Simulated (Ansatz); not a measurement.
A relaxation of the atoms of LaCuSeO (P4mm, 8 atoms in the cell) with Ansatz (a first-principles code).

Computed with LDA (PW92), default PAW files made with PBE (plane waves; Ansatz).

The change in words: one atom moved by 0.15 angstrom; relax: default → atoms; relax.f_tol: default → 0.05 eV/Å. Reference geometry:
```
CELL_PARAMETERS angstrom
      4.08172     0.00000     0.00000
      0.00000     4.08172     0.00000
      0.00000     0.00000     8.85101
ATOMIC_POSITIONS crystal
  La 0.00000 0.50000 0.85998
  La 0.50000 0.00000 0.14002
  Cu 0.50000 0.50000 0.50000
  Cu 0.00000 0.00000 0.50000
  Se 0.00000 0.50000 0.33079
  Se 0.50000 0.00000 0.66921
  O  0.50000 0.50000 0.00000
  O  0.00000 0.00000 0.00000
```

Reference input (self-consistent single point, DFT, LDA (PW92), plane waves, default PAW files made with PBE): basis.ecutwfc = 420 eV; kpoints.mp_grid.grid = 6 6 3; hamiltonian.xc = lda; hamiltonian.pseudopotentials = {kind: paw} (the program's default PAW files); scf.occupations.method = fermi_dirac; scf.occupations.width = 0.05 eV. This run's input differs from it in these lines:

```diff
@@ -7,3 +7,3 @@
   atoms:
-    - { symbol: La, position_ang: [0.000000, 2.040859, 7.611695] }
+    - { symbol: La, position_ang: [0.000000, 2.040859, 7.761693] }
     - { symbol: La, position_ang: [2.040859, 0.000000, 1.239319] }
@@ -28,2 +28,4 @@
     width: 0.05
+relax:
+  f_tol: 0.05
 output:
```

The program printed (abridged):

```
   [... SCF lines of the steps left out ...]
relax step   1: F+E_penalty+E_count = -37151.83193806 eV  Δ(F+E_penalty+E_count) = +0.000e0 eV  max|allowed force component| = 1.419e0 eV/Å  Δτ_max = 0.0000 Å  (6 SCF iters, dr2 threshold 6.25e-5 eV, accepted)
relax step   2: F+E_penalty+E_count = -37151.67544484 eV  Δ(F+E_penalty+E_count) = +1.565e-1 eV  max|allowed force component| = 1.620e0 eV/Å  Δτ_max = 0.1935 Å  (8 SCF iters, dr2 threshold 1.00e-4 eV, rejected (line search))
relax step   3: F+E_penalty+E_count = -37151.91880777 eV  Δ(F+E_penalty+E_count) = -8.687e-2 eV  max|allowed force component| = 3.827e-1 eV/Å  Δτ_max = 0.0941 Å  (9 SCF iters, accepted)
relax step   4: F+E_penalty+E_count = -37151.92908119 eV  Δ(F+E_penalty+E_count) = -1.027e-2 eV  max|allowed force component| = 1.656e-1 eV/Å  Δτ_max = 0.0455 Å  (6 SCF iters, dr2 threshold 9.15e-6 eV, accepted)
relax step   5: F+E_penalty+E_count = -37151.93019419 eV  Δ(F+E_penalty+E_count) = -1.113e-3 eV  max|allowed force component| = 1.034e-1 eV/Å  Δτ_max = 0.0349 Å  (8 SCF iters, accepted)
relax step   6: F+E_penalty+E_count = -37151.93344245 eV  Δ(F+E_penalty+E_count) = -3.248e-3 eV  max|allowed force component| = 3.435e-3 eV/Å  Δτ_max = 0.0272 Å  (8 SCF iters, accepted)
the relaxation is at rest under the 8 symmetry operations that the run kept from its start: a minimum is not shown …
Free energy (F): -37151.933442 eV
Internal energy: -37151.933442 eV  (E = F + TS)
E sigma→0 (E₀):  -37151.933442 eV
Entropy (-TS):   -0.000000 eV (-0.000 meV/atom)
Fermi energy:    12.236469 eV
--- Forces (eV/Å), atoms counted from 1 ---
  atom   1  La    -0.00000000     0.00000000    -0.00342957
  atom   2  La     0.00000000     0.00000000    -0.00085277
  atom   3  Cu     0.00000000     0.00000000     0.00175232
  atom   4  Cu    -0.00000000     0.00000000     0.00175232
  atom   5  Se    -0.00000000     0.00000000     0.00289704
   [... lines left out ...]
    - { symbol: Cu, position: [0.5, 0.5, 0.5019565830496715] }
    - { symbol: Cu, position: [-6.54681960673258e-34, 0.0, 0.5019565830496715] }
    - { symbol: Se, position: [-3.71576247949687e-34, 0.5, 0.33856361574271016] }
    - { symbol: Se, position: [0.5, 0.0, 0.6654161923204173] }
    - { symbol: O, position: [0.5, 0.5, 0.0022428089356318994] }
    - { symbol: O, position: [4.7774089022102616e-34, 0.0, 0.0022428089356318994] }
```

The run converged. 

Summary of the result:
| Item | Value |
|---|---|
| Free energy E − TS (on the zero of these files) | -37151.9334 eV |
| Gap on the k-point mesh | 1.30 eV |
| Pressure | -6.69 GPa |
| Largest force (vector length) | 0.003 eV/Å |
| Relaxation steps | 6 |

The starting cell comes from a database of computed structures (which also holds hypothetical and non-ambient phases and stackings), without a prior relaxation at this level. Its lattice was rescaled by up to half a per cent. For this run, on top of that: one atom moved by 0.15 angstrom. The relaxation keeps the symmetry of its start, so its end need not be a minimum. Ansatz's pressure includes its estimate of the finite-basis (Pulay) stress.

Cost on one core of a shared machine: roughly 90 s.

Keys are those of Ansatz 0.2.
